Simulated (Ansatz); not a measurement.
SmAu (Pnma, No. 62; cell taken from a computed entry) was calculated with LDA (plane waves, PAW; Ansatz, an electronic-structure program).

Run with plane-wave cutoff 500 eV, 8×12×10 k mesh (along the axes of the cell as run), Fermi–Dirac smearing 0.1 eV, spin-polarised start, scalar-relativistic PAW data made under PBE.

Computed at the level's own relaxed cell.

**Question.** Estimate the equilibrium volume per atom that the calculation returns.

**Answer.** 
equilibrium volume per atom: 24.52 Å³/atom

The run finds no gap.

Note: the magnetic order was assumed, not searched for or taken from measurement; the relaxation could not lower the start's symmetry, so the cell can be a saddle point above a distorted one; the 4f shell is treated without U or exact exchange, so its levels and filling can be wrong.

Spin–orbit coupling is not included; it can shift volumes and moduli of such heavy elements.

The computed numbers hold no vibrational or temperature effects.
